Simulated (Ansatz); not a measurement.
# C under load (space group P6_3/mmc): band-edge transport data

Given:

```yaml
crystal:
  lattice:
    - [2.49911, 0.00000, 0.00000]
    - [-1.24956, 2.16429, 0.00000]
    - [0.00000, 0.00000, 4.12752]
  atoms:
    - { symbol: C, position: [0.33333, 0.66667, 0.00026] }
    - { symbol: C, position: [0.66667, 0.33333, 0.50026] }
    - { symbol: C, position: [0.33333, 0.66667, 0.37474] }
    - { symbol: C, position: [0.66667, 0.33333, 0.87474] }
```

Calculation: r2SCAN, rigid bands (plane waves, PAW, scalar-relativistic; Ansatz, a first-principles code). Condition of this run: uniaxial stress along c of 11 GPa (compression positive) (the target of the relaxation). Cell: cell and atoms relaxed with PBEsol, then loaded as said.

| Quantity | Value |
|---|---|
| band gap | 3.55 eV |
| electron conductivity mass (300 K, dilute) | 0.46 (x), 0.46 (y), 0.26 (z) mₑ |
| hole conductivity mass (300 K, dilute) | 0.44 (x), 0.44 (y), 0.63 (z) mₑ |
| effective density of states N_c (300 K) | 1.2e19 cm⁻³ |
| effective density of states N_v (300 K) | 1.8e19 cm⁻³ |
| density-of-states mass, electrons | 0.60 mₑ |
| density-of-states mass, holes | 0.80 mₑ |
| Seebeck coefficient, n-type 1e19 cm⁻³, 300 K | -236 μV/K |
| best n-type power factor at 300 K for τ = 10 fs (best axis; densities from 1e16 to 1e21 cm⁻³ tried, whether or not they can be reached) | 7.5 μW/(cm·K²) at 3e19 cm⁻³ |
| Seebeck coefficient, p-type 1e19 cm⁻³, 300 K | 267 μV/K |
| best p-type power factor at 300 K for τ = 10 fs (best axis; densities from 1e16 to 1e21 cm⁻³ tried, whether or not they can be reached) | 6.4 μW/(cm·K²) at 1e20 cm⁻³ |

Rigid bands; masses and Seebeck coefficients take one relaxation time τ for all states and one kind of carrier; polarons and phonon drag are left out. Spin-orbit coupling is left out. Geometry: cell and atoms relaxed with PBEsol.
